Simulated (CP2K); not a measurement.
A user runs CP2K on Cs₂TlSbF₆ (Fm-3m, 10 atoms in the cell) and asks whether the run is sound. The aim is a self-consistent single point with DFT LDA (Pade form), GPW, DZVP-MOLOPT-SR-GTH basis, GTH-PADE potentials (GTH_POTENTIALS).

Cell that was meant: a = 6.9556 Å, b = 6.9556 Å, c = 6.9556 Å, α = 60.00°, β = 60.00°, γ = 60.00°.

Part of the input:

```
      &END MIXING
      &SMEAR ON
        METHOD FERMI_DIRAC
        ELECTRONIC_TEMPERATURE [K] 11604.5
      &END SMEAR
    &END SCF
    &KPOINTS
```

The program printed (abridged):

```
 GLOBAL| Method name                                                        CP2K
   [... lines left out ...]
                           78                78.000                        1.000

 Number of electrons:                                                         78
 Number of occupied orbitals:                                                 39
 Number of molecular orbitals:                                                52

 Number of orbital functions:                                                144
 Number of independent orbital functions:                                    144
 SCF WAVEFUNCTION OPTIMIZATION

  Step     Update method      Time    Convergence         Total energy    Change
     1 NoMix/Diag. 0.20E+00      -     0.69425021      -241.3197074725 -2.41E+02
     2 Broy./Diag. 0.20E+00      -     0.08595190      -234.8432196577  6.48E+00
     3 Broy./Diag. 0.20E+00      -     0.09581716      -239.9232875753 -5.08E+00
     4 Broy./Diag. 0.20E+00      -     0.05078552      -242.2085950564 -2.29E+00
     5 Broy./Diag. 0.20E+00      -     0.03825772      -240.9194877051  1.29E+00
     6 Broy./Diag. 0.20E+00      -     0.01133442      -241.6754169870 -7.56E-01
   [... 4 lines left out ...]
    11 Broy./Diag. 0.20E+00      -     0.00012401      -241.6713304233  3.30E-03
    12 Broy./Diag. 0.20E+00      -     0.00001227      -241.6712546227  7.58E-05
    13 Broy./Diag. 0.20E+00      -     0.00002255      -241.6711498082  1.05E-04
    14 Broy./Diag. 0.20E+00      -     0.00000092      -241.6712452958 -9.55E-05
  *** SCF run converged in    14 steps ***

  Overlap energy of the core charge distribution:               0.00000000158722
  Self energy of the core charge distribution:               -562.78802006736873
  Core Hamiltonian energy:                                    150.98707467778920
  Hartree energy:                                             211.83516983868674
  Exchange-correlation energy:                                -41.51605545018763
  Electronic entropic energy:                                  -0.18941429209475
  Fermi energy:                                                 0.12369385001786

  Total energy:                                              -241.67124529582009
  Total energy (extrapolated to T->0):                       -241.57653814977272

   [... lines left out ...]
 STRESS|                        x                   y                   z
 STRESS|      x       -2.41882406353E+04   5.98501405574E-01   4.24667353245E-01
 STRESS|      y        5.98501405574E-01  -2.41883490086E+04   6.31498316237E-01
 STRESS|      z        4.24667353245E-01   6.31498316237E-01  -2.41894484904E+04
 STRESS| 1/3 Trace                                            -2.41886793781E+04
```

Problem. Can these results be used? Check the input.

Solution. The run is not sound. The fault is a smearing width that is far too large. A width of many tenths of an electronvolt moves electrons far across the Fermi level or the gap, and the free energy and its derivatives carry a large smearing term. To fix it, use a width small against the gap or band features. The run converged in 14 iterations without an error; against the sound input the free energy goes down by 137 meV/atom, the pressure goes from -3.35 to -2.42 GPa, the largest force goes from 0.035 to 0.025 eV/Å and no clean gap remains on the mesh (levels overlap or are partly filled), against 2.35 eV before.

An input that runs soundly differs in these lines (not the only fix; some lines may just follow from the change or write a value another way):
```diff
-        ELECTRONIC_TEMPERATURE [K] 11604.5
+        ELECTRONIC_TEMPERATURE [K] 232.09
```

With that input, the run converged in 14 iterations: free energy E − TS -6574.8414 eV; top of the valence band (on the code's own zero) 2.79 eV; gap on the k-point mesh 2.35 eV; pressure -3.35 GPa; largest force (vector length) 0.035 eV/Å (DFT LDA (Pade form), GPW, DZVP-MOLOPT-SR-GTH basis, GTH-PADE potentials (GTH_POTENTIALS)).

On the sound input: the starting cell comes from a database of computed structures (which also holds hypothetical and non-ambient phases and stackings), without a prior relaxation at this level. Spin-orbit coupling is off. Values carry the incompleteness of an atom-centred basis. With a pressure of about -3 GPa the cell is away from its equilibrium volume at this level.
